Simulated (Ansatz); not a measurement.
# CsSnI3: Cs → La

Consider CsSnI$_{3}$ in the cubic perovskite structure (space group Pm-3m, No. 221; a = 6.1304 Å).

Now apply this change: La takes the place of Cs on all its sites, then cell and atoms are relaxed.

Level of theory: Kohn–Sham DFT with the PBEsol functional, run in Ansatz (an electronic-structure program) with PAW and 420 eV plane waves, scalar-relativistic without spin-orbit coupling. k-mesh 8×8×8 (Γ-centred); smearing 0.05 eV (Fermi–Dirac).

```json
[
 {"quantity": "volume per atom", "base": "46.08 Å³", "changed": "41.85 Å³", "shift": "-4.23 Å³"},
 {"quantity": "density", "base": "4.56 g/cm³", "changed": "5.07 g/cm³", "shift": "+0.51 g/cm³"},
 {"quantity": "lattice parameter a", "base": "11.585 bohr", "changed": "11.219 bohr", "shift": "-0.366 bohr"},
 {"quantity": "space group", "base": "Pm-3m (No. 221)", "changed": "Pm-3m (No. 221)", "shift": "–"},
 {"quantity": "shortest interatomic distance", "base": "5.792 bohr", "changed": "5.610 bohr", "shift": "-0.1829 bohr"},
 {"quantity": "band gap", "base": "0.10 eV", "changed": "zero", "shift": "–"},
 {"quantity": "magnetic state", "base": "not spin-polarised", "changed": "ferromagnetic", "shift": "–"}
]
```

Other magnetic orders, which the real material may have, were not ruled out. With I present, leaving out spin-orbit coupling can change the band edges. Whether these cells are dynamically stable was not tested. As relaxed here, LaSnI3 is a hypothetical phase, not in the database extracts checked. Many cubic perovskites are stable only at high temperature; tilts and polar distortions were not tested. The zero or small gap of CsSnI3 can change with the level of theory.
